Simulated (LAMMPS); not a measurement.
LAMMPS 22 Jul 2025, classical MD, Tersoff (Ge.tersoff): Ge, 8000 atoms.

```text
units metal
atom_style atomic
read_data unit.data
replicate 10 10 10
pair_style tersoff
pair_coeff * * Ge.tersoff Ge
velocity all create 1600 4928 dist gaussian loop geom
fix 1 all nve
fix 2 all langevin 800 800 0.04 9876 zero yes
timestep 0.001
thermo 100
run 300
reset_timestep 0
write_restart start.rst
```

```text
read_restart start.rst
pair_style tersoff
pair_coeff * * Ge.tersoff Ge
neighbor 2.0 bin
neigh_modify every 1 delay 0 check no
fix 1 all nve
timestep 0.001
thermo_style custom step temp pe etotal press
thermo_modify format float %.10g
thermo 100
group probe id 1:48
dump probe probe custom 1000000 forces.txt id fx fy fz
dump_modify probe sort id format float %.8g
run 4000
```

```bash
# ahead of the timed run: OMP_NUM_THREADS=1 mpirun -np 48 lmp -in in.warm -log none -nocite
OMP_NUM_THREADS=1 mpirun -np 32 lmp -in in.lmp -log log.lammps -nocite
```

It runs on a single node (Arm Neoverse V2, 96 cores on 1 socket, no SMT, 1 L3 cache group).

On 32 ranks this takes 2.7 s. Each time is the median wall time of two to five repeats, run one at a time on the otherwise empty machine; start-up is included. Unless noted, each process is bound to its own block of adjacent cores. Build: PyPI wheel: MPICH, OPENMP and OPT packages. Other compilers and libraries give other times. Scratch files lie in a memory file system. A preparatory run goes ahead and isn't timed.

Task: Make this run faster without changing its result beyond 1.0 meV/atom in energy, 10 meV/Å in forces on 48 atoms, 0.20 meV an atom in drift of the total energy. Keep to 32 cores.

Result: Several could match; the one computed here: going from neigh_modify = every 1 delay 0 check no to neigh_modify = every 10 delay 0 check yes, one of the fastest of the measured ones that keep the result.

```diff
-neigh_modify every 1 delay 0 check no
+neigh_modify every 10 delay 0 check yes
```

Time: 2.7 s to 1.5 s (1.8× as fast). List entries an atom go from 28 to 28, Neigh from 0.93 to 0 s and Pair from 1.2 to 1.2 s. Neighbour list builds go from 4000 to 0. These two results differ by: energy equal as printed, forces on 48 atoms equal as printed, drift of the total energy equal as printed. Others tried: neigh_modify = every 1 delay 0 check yes (1.5 s); neigh_modify = every 1 delay 10 check yes (1.5 s).
